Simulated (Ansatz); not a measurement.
Results of r²SCAN in Ansatz (PAW) for Ru3Si (model structure, started from the A15 type, Pm-3n, No. 223, 8 atoms in the cell).

Numerical settings: plane-wave cutoff 560 eV, 12×12×12 k mesh, Fermi–Dirac smearing 0.05 eV, no spin polarisation, scalar-relativistic PAW data made under PBE.

Cell (relaxed at this level):

```cif
data_Ru6Si2
_chemical_formula_sum 'Ru6 Si2'
_space_group_name_H-M_alt 'P 1'
_space_group_IT_number 1
_cell_length_a 4.76032
_cell_length_b 4.76032
_cell_length_c 4.76032
_cell_angle_alpha 90.000
_cell_angle_beta 90.000
_cell_angle_gamma 90.000
loop_
_space_group_symop_operation_xyz
  'x, y, z'
loop_
_atom_site_label
_atom_site_type_symbol
_atom_site_fract_x
_atom_site_fract_y
_atom_site_fract_z
_atom_site_occupancy
Ru1 Ru 0.25000 0.00000 0.50000 1
Ru2 Ru 0.75000 0.00000 0.50000 1
Ru3 Ru 0.00000 0.50000 0.25000 1
Ru4 Ru 0.00000 0.50000 0.75000 1
Ru5 Ru 0.50000 0.25000 0.00000 1
Ru6 Ru 0.50000 0.75000 0.00000 1
Si1 Si 0.00000 0.00000 0.00000 1
Si2 Si 0.50000 0.50000 0.50000 1
```

Q: Predict the bulk modulus.

A: 
* **bulk modulus**: 281 GPa

Note: the run has no spin polarisation, so it can have missed a magnetic state; the bulk modulus is −V dP/dV from two relaxed cells at ±2 % in volume; the relaxation could raise the start's symmetry but not lower it, so the cell can be a saddle point.

A model structure was made by putting elements into a prototype or built by hand; it is no filed structure, need not be a known phase, and can be a saddle point held by its symmetry.

Ansatz is a quantum-chemistry and plane-wave program.
